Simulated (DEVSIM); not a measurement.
System: In0.52Al0.48As/In0.53Ga0.47As p-n heterojunction, at 300 K.

| layer (left to right) | material | thickness (μm) | Nd (cm⁻³) | Na (cm⁻³) | τn (s) | τp (s) |
|---|---|---|---|---|---|---|
| 1 | In0.52Al0.48As | 0.330 | - | 2.4e16 | 1.8e-7 | 1.8e-8 |
| 2 | In0.53Ga0.47As | 0.790 | 1.3e15 | - | 1.8e-8 | 1.8e-8 |

Left contact: ohmic. Right contact: ohmic. Voltage is applied to the left contact. Recombination: SRH at mid-gap, Auger. Mobility is constant in doping.

Constants are typed, rounded textbook-type inputs, not results; the design itself was drawn at random and stands for no fabricated device. Values at 300 K.

| parameter | In0.52Al0.48As | In0.53Ga0.47As |
|---|---|---|
| gap (eV) | 1.45 | 0.74 |
| affinity (eV) | 4 | 4.51 |
| permittivity | 12.5 | 13.9 |
| Nc (cm⁻³) | 5.1e17 | 2.1e17 |
| Nv (cm⁻³) | 1.1e19 | 7.7e18 |
| μn (cm²/Vs) | 4000 | 12000 |
| μp (cm²/Vs) | 75 | 300 |
| Cn (cm⁶/s) | 1e-30 | 5e-29 |
| Cp (cm⁶/s) | 1e-30 | 5e-29 |

Model (solved in DEVSIM): 1D drift-diffusion, Boltzmann statistics, complete ionisation; no tunnelling, impact ionisation, image-force lowering or self-heating. Band offsets follow the typed affinities; no thermionic-emission limit at abrupt steps, no polarisation charge.

Tabulate band edges, carrier densities and field at zero bias.

Energies count from the Fermi level of the right contact; mesh points crowd at the junctions.

```json
[
 {"x (μm)": "0.000", "Ec (eV)": "1.292", "Ev (eV)": "-0.158", "n (cm⁻³)": "< 1e2", "p (cm⁻³)": "2.4e16", "field (V/cm)": "≈ 0"},
 {"x (μm)": "0.004756", "Ec (eV)": "1.292", "Ev (eV)": "-0.158", "n (cm⁻³)": "< 1e2", "p (cm⁻³)": "2.4e16", "field (V/cm)": "≈ 0"},
 {"x (μm)": "0.01485", "Ec (eV)": "1.292", "Ev (eV)": "-0.158", "n (cm⁻³)": "< 1e2", "p (cm⁻³)": "2.4e16", "field (V/cm)": "≈ 0"},
 {"x (μm)": "0.03388", "Ec (eV)": "1.292", "Ev (eV)": "-0.158", "n (cm⁻³)": "< 1e2", "p (cm⁻³)": "2.4e16", "field (V/cm)": "≈ 0"},
 {"x (μm)": "0.09160", "Ec (eV)": "1.292", "Ev (eV)": "-0.158", "n (cm⁻³)": "< 1e2", "p (cm⁻³)": "2.4e16", "field (V/cm)": "-25"},
 {"x (μm)": "0.1840", "Ec (eV)": "1.290", "Ev (eV)": "-0.160", "n (cm⁻³)": "< 1e2", "p (cm⁻³)": "2.2e16", "field (V/cm)": "-710"},
 {"x (μm)": "0.2580", "Ec (eV)": "1.266", "Ev (eV)": "-0.184", "n (cm⁻³)": "< 1e2", "p (cm⁻³)": "9.0e15", "field (V/cm)": "-8000"},
 {"x (μm)": "0.3040", "Ec (eV)": "1.201", "Ev (eV)": "-0.249", "n (cm⁻³)": "< 1e2", "p (cm⁻³)": "7.2e14", "field (V/cm)": "-21000"},
 {"x (μm)": "0.3198", "Ec (eV)": "1.163", "Ev (eV)": "-0.287", "n (cm⁻³)": "< 1e2", "p (cm⁻³)": "1.7e14", "field (V/cm)": "-27000"},
 {"x (μm)": "0.3272", "Ec (eV)": "1.142", "Ev (eV)": "-0.308", "n (cm⁻³)": "< 1e2", "p (cm⁻³)": "7.4e13", "field (V/cm)": "-29000"},
 {"x (μm)": "0.3313", "Ec (eV)": "0.620", "Ev (eV)": "-0.120", "n (cm⁻³)": "8000000", "p (cm⁻³)": "7.5e16", "field (V/cm)": "-26000"},
 {"x (μm)": "0.3408", "Ec (eV)": "0.599", "Ev (eV)": "-0.141", "n (cm⁻³)": "1.8e7", "p (cm⁻³)": "3.3e16", "field (V/cm)": "-19000"},
 {"x (μm)": "0.3562", "Ec (eV)": "0.573", "Ev (eV)": "-0.167", "n (cm⁻³)": "4.9e7", "p (cm⁻³)": "1.2e16", "field (V/cm)": "-15000"},
 {"x (μm)": "0.3868", "Ec (eV)": "0.533", "Ev (eV)": "-0.207", "n (cm⁻³)": "2.3e8", "p (cm⁻³)": "2.6e15", "field (V/cm)": "-12000"},
 {"x (μm)": "0.4873", "Ec (eV)": "0.426", "Ev (eV)": "-0.314", "n (cm⁻³)": "1.5e10", "p (cm⁻³)": "4.1e13", "field (V/cm)": "-9600"},
 {"x (μm)": "0.6470", "Ec (eV)": "0.294", "Ev (eV)": "-0.446", "n (cm⁻³)": "2.4e12", "p (cm⁻³)": "2.5e11", "field (V/cm)": "-6900"},
 {"x (μm)": "0.8682", "Ec (eV)": "0.181", "Ev (eV)": "-0.559", "n (cm⁻³)": "1.9e14", "p (cm⁻³)": "3.2e9", "field (V/cm)": "-3300"},
 {"x (μm)": "1.001", "Ec (eV)": "0.149", "Ev (eV)": "-0.591", "n (cm⁻³)": "6.7e14", "p (cm⁻³)": "9.0e8", "field (V/cm)": "-1800"},
 {"x (μm)": "1.076", "Ec (eV)": "0.137", "Ev (eV)": "-0.603", "n (cm⁻³)": "1.0e15", "p (cm⁻³)": "5.7e8", "field (V/cm)": "-1300"},
 {"x (μm)": "1.100", "Ec (eV)": "0.134", "Ev (eV)": "-0.606", "n (cm⁻³)": "1.2e15", "p (cm⁻³)": "5.1e8", "field (V/cm)": "-1300"},
 {"x (μm)": "1.113", "Ec (eV)": "0.132", "Ev (eV)": "-0.608", "n (cm⁻³)": "1.3e15", "p (cm⁻³)": "4.8e8", "field (V/cm)": "-1300"},
 {"x (μm)": "1.120", "Ec (eV)": "0.131", "Ev (eV)": "-0.609", "n (cm⁻³)": "1.3e15", "p (cm⁻³)": "4.6e8", "field (V/cm)": "-1300"}
]
```
